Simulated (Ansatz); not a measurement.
Amorphous Hf12Al32O72, 116 atoms at 5.03 g/cm³, one PBE-relaxed geometry, zone centre. Methods: PBE, scalar-relativistic without spin-orbit coupling (Ansatz, a program for electronic structure); r2SCAN, scalar-relativistic without spin-orbit coupling (Ansatz). Plane waves to 420 eV (r2SCAN 500 eV). At PBE the levels at the filled edge of the gap are localised (band-tail or defect states), and the nearest spread-out levels lie 4.3 eV apart at the zone centre. All rungs ran without spin polarisation.

It comes from a melt-quench run on a machine-learned potential (CHGNet), relaxed afterwards by DFT. O atoms were pushed apart under 1.9 Å during the dynamics, to hinder bonds among them. The hot cell started wider than the set density and was brought back towards it in steps. It is the lowest in DFT energy of 4 quenches. It is a model cell: composition and starting density were chosen by hand, and all elements were melted together. No dispersion term was used. A short ab initio anneal came between quench and relaxation. Its density started from a set value of 5.16 and ended at 5.03 g/cm³. Cooling (nominally 150 K/ps over its main leg) ran many orders faster than in experiment, which tends to leave more defects and strain. A cell of this size samples the disorder only roughly. Volume and shape were free in the relaxation.

The relaxation ran on the zone centre alone. At PBE the level gap is 3.91 eV on a 2×2×2 Γ-centred mesh, and the spacing at the zone centre alone 3.93 eV.

What zone-centre spacing does r2SCAN give, roughly?

4.51 eV (+0.59 eV against PBE).

The highest filled and the lowest empty state spread over these numbers of atoms (participation numbers): PBE: 5.9 and 90.2; r2SCAN: 5.7 and 80.6.
